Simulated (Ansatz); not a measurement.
# CdSe, response to strain

Base system: CdSe in the zinc blende structure (space group F-43m, No. 216).

```yaml
crystal:
  lattice:
    - [0.00000, 3.04079, 3.04079]
    - [3.04079, 0.00000, 3.04079]
    - [3.04079, 3.04079, 0.00000]
  atoms:
    - { symbol: Cd, position: [0.00000, 0.00000, 0.00000] }
    - { symbol: Se, position: [0.25000, 0.25000, 0.25000] }
```

Strains are applied to the cell and any free atomic positions relax.

Level of theory: PBEsol (Ansatz, a quantum-chemistry and plane-wave program, PAW, no spin-orbit coupling).

| variant | band gap | pressure | electron mass |
|---|---|---|---|
| base | 0.48 eV | 0.00 GPa | 0.049 mₑ (at Γ) |
| isotropic strain −3.00 % | 0.66 eV | 5.90 GPa | 0.061 mₑ (at Γ) |
| isotropic strain −2.50 % | … | … | … |
| isotropic strain −2.00 % | 0.60 eV | 3.64 GPa | 0.057 mₑ (at Γ) |
| isotropic strain −1.50 % | 0.57 eV | 2.63 GPa | 0.055 mₑ (at Γ) |
| isotropic strain −1.00 % | 0.54 eV | 1.69 GPa | 0.053 mₑ (at Γ) |
| isotropic strain −0.50 % | 0.51 eV | 0.81 GPa | 0.051 mₑ (at Γ) |
| isotropic strain +0.50 % | 0.45 eV | -0.75 GPa | 0.046 mₑ (at Γ) |
| isotropic strain +1.00 % | 0.42 eV | -1.45 GPa | 0.044 mₑ (at Γ) |
| isotropic strain +3.00 % | 0.31 eV | -3.75 GPa | 0.035 mₑ (at Γ) |

Task: Complete the table.

Result: 
- isotropic strain −2.50 %, band gap: 0.63 eV
- isotropic strain −2.50 %, pressure: 4.73 GPa
- isotropic strain −2.50 %, electron mass: 0.059 mₑ (at Γ)

Effective masses come from finite differences of ±0.01 Å⁻¹. Whether these cells are dynamically stable was not tested.
